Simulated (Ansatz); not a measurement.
Partial pair distribution functions of a relaxed model of amorphous Si₂₄O₅₀Ti, broadened by 0.06 Å; density 2.24 g/cm³. All values below come from PBE, scalar-relativistic without spin-orbit coupling (plane waves to 420 eV, PAW; Ansatz, a first-principles code).

It comes from a melt-quench run on a machine-learned potential (CHGNet), relaxed afterwards by DFT. O atoms were pushed apart under 1.9 Å during the dynamics, to hinder bonds among them. The hot cell started wider than the set density and was brought back towards it in steps. It is the lowest in DFT energy of 2 quenches. It is a model cell: composition and starting density were chosen by hand, and all elements were melted together. No dispersion term was used. Its density started from a set value of 2.24 and ended at 2.24 g/cm³. The simulated quench (nominally 400 K/ps over its main leg) is rapid and tends to freeze in more defects than a deposited or slowly cooled glass has. Values belong to this one cell and scatter from quench to quench. The volume was held where the preparation left it and the shape relaxed, at a PBE pressure of 1.3 GPa. Stress components on the final sampling reach 1.4 GPa.

```tsv
r (Å)	g Si-O	g O-Ti	g Si-Si	g O-O
1.35	0.00	0.00	0.00	0.00
1.45	0.30	0.00	0.00	0.00
1.55	8.25	0.00	0.00	0.00
1.65	16.12	0.10	0.00	0.00
1.75	2.38	4.48	0.00	0.00
1.85	0.03	13.60	0.00	0.00
1.95	0.00	2.91	0.00	0.00
2.05	0.00	0.05	0.00	0.00
2.15	0.00	0.01	0.00	0.00
2.25	0.00	0.57	0.11	0.01
2.35	0.00	2.16	0.37	0.08
2.45	0.00	0.51	0.08	0.35
2.55	0.00	0.01	0.00	2.88
2.65	0.00	0.00	0.01	7.16
2.75	0.00	0.00	0.36	3.96
2.85	0.05	0.00	2.02	0.82
2.95	0.22	0.00	4.06	0.51
3.05	0.16	0.00	3.87	0.44
3.15	0.43	0.00	3.33	0.35
3.25	0.63	0.00	1.22	0.51
3.35	0.83	0.00	0.05	0.51
3.45	1.40	0.00	0.00	0.46
3.55	1.27	0.00	0.01	0.55
3.65	0.92	0.10	0.13	0.53
3.75	1.15	0.98	0.09	0.58
3.85	1.28	2.52	0.13	0.48
3.95	1.63	2.09	0.31	0.62
4.05	2.06	0.29	0.40	0.74
4.15	2.27	0.54	0.41	0.85
4.25	1.98	2.48	0.79	0.81
4.35	1.06	2.24	1.38	0.83
4.45	0.63	3.15	1.20	0.83
4.55	0.65	1.46	1.13	0.92
4.65	0.48	0.80	1.20	1.05
4.75	0.56	0.50	1.59	1.25
4.85	0.54	0.69	1.68	1.57
4.95	0.61	1.16	1.15	1.72
```

Within 1.88 Å each Si has 4.00 O neighbours on average.
